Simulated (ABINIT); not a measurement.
# Input and output of a self-consistent single point for LaCo₅ (P6/mmm, 6 atoms in the cell) (ABINIT)

Method: LDA (PW92), PAW (JTH v2.0 LDA PAW) (plane waves; ABINIT).

Input as run:

```
# LaCo5, JTH v2.0 LDA PAW
pp_dirpath "./"
pseudos "La.LDA_PW-JTH.xml, Co.LDA_PW-JTH.xml"
acell 5.0226797257 5.0226797257 3.9603900000 Angstrom
rprim
         1.0000000000    0.0000000127    0.0000000000
        -0.5000000110    0.8660253974    0.0000000000
         0.0000000000    0.0000000000    1.0000000000
natom 6
ntypat 2
znucl 57 27
typat 1 2 2 2 2 2
xred
         0.0000000000    0.0000000000    0.0000000000
         0.3333333333    0.6666666667    0.0000000000
         0.6666666667    0.3333333333    0.0000000000
         0.5000000000    0.0000000000    0.5000000000
         0.5000000000    0.5000000000    0.5000000000
         0.0000000000    0.5000000000    0.5000000000
ecut 30 Ha
pawecutdg 60 Ha
pawxcdev 0
nsppol 2
spinat
      0 0 0
      0 0 3
      0 0 3
      0 0 3
      0 0 3
      0 0 3
occopt 3
tsmear 0.00183747
nband 70
kptopt 1
ngkpt 5 5 6
nshiftk 1
shiftk 0 0 0
nstep 100
tolvrs 1.0e-11
prtwf 0
prtden 0
```

Output, abridged:

```
 Symmetries : space group P6/m m m (#191); Bravais hP (primitive hexag.)

 -outvars: echo values of preprocessed input variables --------
            acell      9.4914891348E+00  9.4914891348E+00  7.4840524794E+00 Bohr
             ecut      3.00000000E+01 Hartree
              ixc       -1012
         kptrlatt        5    0    0      0    5    0      0    0    6
          kptrlen      4.49043149E+01
            natom           6
            nband          70
            ngfft          48      48      40
          ngfftdg          72      72      54
             nkpt          20
           nspden           2
           nsppol           2
            nstep         100
             nsym          24
           ntypat           2
           occopt           3
        pawecutdg      6.00000000E+01 Hartree
         pawxcdev           0
            rprim      1.0000000000E+00  1.2700000000E-08  0.0000000000E+00
                      -5.0000001100E-01  8.6602539740E-01  0.0000000000E+00
                       0.0000000000E+00  0.0000000000E+00  1.0000000000E+00
          spgroup         191
           spinat      0.0000000000E+00  0.0000000000E+00  0.0000000000E+00
                       0.0000000000E+00  0.0000000000E+00  3.0000000000E+00
                       0.0000000000E+00  0.0000000000E+00  3.0000000000E+00
                       0.0000000000E+00  0.0000000000E+00  3.0000000000E+00
                       0.0000000000E+00  0.0000000000E+00  3.0000000000E+00
                       0.0000000000E+00  0.0000000000E+00  3.0000000000E+00
           tolvrs      1.00000000E-11
           tsmear      1.83747000E-03 Hartree
            typat      1  2  2  2  2  2
           useylm           1
             xred     -1.8503717077E-17  0.0000000000E+00  0.0000000000E+00
                       3.3333333333E-01  6.6666666667E-01  0.0000000000E+00
                       6.6666666667E-01  3.3333333333E-01  0.0000000000E+00
   [... lines left out ...]
                       5.0000000000E-01  5.0000000000E-01  5.0000000000E-01
                      -1.8503717077E-17  5.0000000000E-01  5.0000000000E-01
            znucl       57.00000   27.00000

== DATASET  1 ==================================================================

 Real(R)+Recip(G) space primitive vectors, cartesian coordinates (Bohr,Bohr^-1):
 R(1)=  9.4914891  0.0000001  0.0000000  G(1)=  0.1053575  0.0608282  0.0000000
 R(2)= -4.7457447  8.2198706  0.0000000  G(2)= -0.0000000  0.1216564  0.0000000
 R(3)=  0.0000000  0.0000000  7.4840525  G(3)=  0.0000000  0.0000000  0.1336174
 Unit cell volume ucvol=  5.8389689E+02 bohr^3
 Angles (23,13,12)=  9.00000000E+01  9.00000000E+01  1.20000000E+02 degrees

 Coarse grid specifications (used for wave-functions):

 getcut: wavevector=  0.0000  0.0000  0.0000  ngfft=  48  48  40
         ecut(hartree)=     30.000   => boxcut(ratio)=   2.05107

 Fine grid specifications (used for densities):

 getcut: wavevector=  0.0000  0.0000  0.0000  ngfft=  72  72  54
         ecut(hartree)=     60.000   => boxcut(ratio)=   2.06927

   1.31382895E+04                                ecore*ucvol(ha*bohr**3)

_setup2: Arith. and geom. avg. npw (full set) are    4583.580    4583.569
--- !BeginCycle
solver: {iscf: 17, nstep: 100, nline: 4, wfoptalg: 10, }
tolerances: {tolvrs: 1.00E-11, }
...

     iter   Etot(hartree)     deltaE(h) residm    nres2    magn
 ETOT  1  -758.78463133228    -7.59E+02 1.37E+01 8.08E+03 5.398
 ETOT  2  -791.73977593504    -3.30E+01 6.63E+00 1.40E+04 0.088
 ETOT  3  -770.61495870956     2.11E+01 2.18E+00 2.97E+03 0.234
 ETOT  4  -765.11501608391     5.50E+00 5.76E-01 5.98E+02 3.734
 ETOT  5  -766.79138575544    -1.68E+00 5.47E-01 2.69E+03 2.590
 ETOT  6  -766.11044478910     6.81E-01 4.13E-01 1.21E+03 3.690
   [... 26 lines left out ...]
 ETOT 33  -764.86819505368     4.32E-12 1.34E-04 3.37E-09 6.691
 ETOT 34  -764.86819505368    -6.37E-12 3.20E-04 6.78E-10 6.691
 ETOT 35  -764.86819505369    -7.16E-12 1.21E-04 2.10E-10 6.691
 ETOT 36  -764.86819505368     6.25E-12 3.09E-04 1.27E-10 6.691
 ETOT 37  -764.86819505369    -7.28E-12 1.05E-04 1.13E-12 6.691
 At SCF step   37       nres2   =  1.13E-12 < tolvrs=  1.00E-11 =>converged.

 Cartesian components of stress tensor (hartree/bohr^3)
  sigma(1 1)=  3.85414593E-04  sigma(3 2)=  0.00000000E+00
  sigma(2 2)=  3.85414596E-04  sigma(3 1)=  0.00000000E+00
  sigma(3 3)=  4.08024396E-04  sigma(2 1)=  6.64046378E-14

 Integrated electronic and magnetization densities in atomic spheres:
 Radius=ratsph(iatom), smearing ratsm=  0.0000. Diff(up-dn)=approximate z local magnetic moment.
 Atom    Radius    up_density   dn_density  Total(up+dn)  Diff(up-dn)
    1   2.51647     3.939903     4.086700      8.026603    -0.146797
    2   2.10903     8.500902     7.041961     15.542862     1.458941
    3   2.10903     8.500902     7.041961     15.542862     1.458941
    4   2.10903     8.483207     7.038638     15.521845     1.444570
    5   2.10903     8.483207     7.038638     15.521845     1.444570
    6   2.10903     8.483207     7.038638     15.521845     1.444570
  Sum:             46.391328    39.286534     85.677862     7.104794
 Total magnetization (from the atomic spheres):             7.104794
 Total magnetization (exact up - dn):                       6.690679

 ----iterations are completed or convergence reached----

 reduced coordinates (array xred) for    6 atoms
      -0.000000000000      0.000000000000      0.000000000000
       0.333333333333      0.666666666667      0.000000000000
       0.666666666667      0.333333333333      0.000000000000
       0.500000000000      0.000000000000      0.500000000000
       0.500000000000      0.500000000000      0.500000000000
      -0.000000000000      0.500000000000      0.500000000000
 cartesian forces (eV/Angstrom) at end:
    1     -0.00000000000000     0.00000000000000    -0.00000000000000
    2      0.00000000000000     0.00000000000000    -0.00000000000000
    3     -0.00000000000000    -0.00000000000000    -0.00000000000000
    4     -0.00000000000000     0.00000000000000    -0.00000000000000
    5     -0.00000000000000     0.00000000000000    -0.00000000000000
    6     -0.00000000000000     0.00000000000000    -0.00000000000000
   [... lines left out ...]
 Fermi (or HOMO) energy (hartree) =   0.37672   Average Vxc (hartree)=  -0.44952
   [... lines left out ...]
  -1.71213   -1.71213   -1.71195   -1.71088   -0.78559   -0.19547   -0.19547   -0.18108
   [... 6 lines left out ...]
      occupation numbers for kpt#   1
   1.00000    1.00000    1.00000    1.00000    1.00000    1.00000    1.00000    1.00000
   1.00000    1.00000    1.00000    1.00000    1.00000    1.00000    1.00000    1.00000
   1.00000    1.00000    1.00000    1.00000    1.00000    1.00000    1.00000    1.00000
   [... 6 lines left out ...]
 prteigrs : prtvol=0 or 1, do not print more k-points.

--- !EnergyTerms
comment             : Components of total free energy in Hartree
kinetic             :  6.91107675395181E+01
hartree             :  2.33591716261503E+02
xc                  : -2.61634385314594E+01
Ewald energy        : -4.62933205548041E+02
psp_core            :  2.25010436864103E+01
local_psp           : -7.27496204399688E+02
spherical_terms     :  1.26524228566419E+02
internal            : -7.64865092425338E+02
'-kT*entropy'       : -3.10254348054182E-03
total_energy        : -7.64868194968818E+02
total_energy_eV     : -2.08131220556018E+04
...

-Cartesian components of stress tensor (GPa)         [Pressure= -1.1561E+01 GPa]
- sigma(1 1)=  1.13392869E+01  sigma(3 2)=  0.00000000E+00
- sigma(2 2)=  1.13392870E+01  sigma(3 1)=  0.00000000E+00
- sigma(3 3)=  1.20044902E+01  sigma(2 1)=  1.95369157E-09

 Calculation completed.
```

The run converged in 37 iterations.

The starting cell comes from a database of computed structures (which also holds hypothetical and non-ambient phases and stackings), without a prior relaxation at this level. The magnetic order is the one reached from the typed start; others were not searched systematically. With a pressure of about -12 GPa the cell is away from its equilibrium volume at this level.

Cost on one core of a shared machine: roughly 20 min.
